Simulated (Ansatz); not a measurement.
## Habitual settings against a tight run: Nb (Im-3m, 1 atom in the cell)

Self-consistent single point.

```
Nb
1.0
   -1.69000     1.69000     1.69000
    1.69000    -1.69000     1.69000
    1.69000     1.69000    -1.69000
Nb
1
Direct
  0.00000   0.00000   0.00000
```

Method of the run: PBE, harder PAW files (source: ansatz) (plane waves; Ansatz, an electronic-structure program).

Base settings: basis.ecutwfc = 710 eV; kpoints.mp_grid.grid = 11 11 11; hamiltonian.xc = pbe; hamiltonian.pseudopotentials = {kind: paw, source: ansatz}; scf.occupations.method = cold; scf.occupations.width = 0.1 eV.

Tight run (finer mesh or higher cutoff; not a proven limit): basis.ecutwfc: 710 eV → 990 eV; kpoints.mp_grid.grid: 11 11 11 → 15 15 15; scf.convergence.dr2_threshold: default (1e-07 eV) → 1e-09 eV. It gave Fermi level (on the code's own zero) 16.53 eV; pressure -9.41 GPa.

Quick runs, as changes from the base:
- A: the base itself
- B: basis.ecutwfc: 710 eV → 495 eV; kpoints.mp_grid.grid: 11 11 11 → 4 4 4; hamiltonian.xc: pbe → lda; scf.convergence.dr2_threshold: default (1e-07 eV) → 0.0001 eV [LDA (PW92)]
- C: basis.ecutwfc: 710 eV → 425 eV; kpoints.mp_grid.grid: 11 11 11 → 1 1 1; scf.occupations.method: cold → gaussian; scf.occupations.width: 0.1 eV → 0.272 eV; scf.convergence.dr2_threshold: default (1e-07 eV) → 0.0001 eV
- D: basis.ecutwfc: 710 eV → 355 eV; kpoints.mp_grid.grid: 11 11 11 → 2 2 2; kpoints.mp_grid.shift: default → 0.5 0.5 0.5
- E: basis.ecutwfc: 710 eV → 565 eV; kpoints.mp_grid.grid: 11 11 11 → 2 2 2; hamiltonian.xc: pbe → lda; scf.occupations.method: cold → gaussian; scf.occupations.width: 0.1 eV → 0.2 eV; kpoints.mp_grid.shift: default → 0.5 0.5 0.5 [LDA (PW92)]
- F: kpoints.mp_grid.grid: 11 11 11 → 4 4 4; scf.convergence.dr2_threshold: default (1e-07 eV) → 0.001 eV

Energies are extrapolated to zero smearing width, which holds to low order in the width alone.

Dashes: energy of B, E, another energy zero.

† marks runs with another functional, U, potentials or spin treatment: their distance from the tight run is not a convergence error alone.

The count of work is k-points × plane waves × bands × iterations; it is no time. 

Pressures in the table are Ansatz's without its Pulay estimate, at a fixed set of plane waves; the tight run's value above holds the estimate.

The starting cell comes from a database of computed structures (which also holds hypothetical and non-ambient phases and stackings), without a prior relaxation at this level. Its lattice was rescaled by a random factor within 2.5 % of one. Spin polarisation is off. In the base run, with a pressure of about -9 GPa the cell is away from its equilibrium volume at this level.

```tsv
run	energy less tight (meV/atom)	pressure less tight (GPa)	count of work / tight
A	3.7	0.45	0.22
B†	–	-8.70	0.016
C	411.3	89.05	0.0016
D	2749.2	-0.73	0.0033
E†	–	18.15	0.0061
F	-47.5	2.16	0.021
```

Among the runs at the tight run's level, the energy misses run from 3.7 to 2749.2 meV/atom.

Keys are those of Ansatz 0.2.
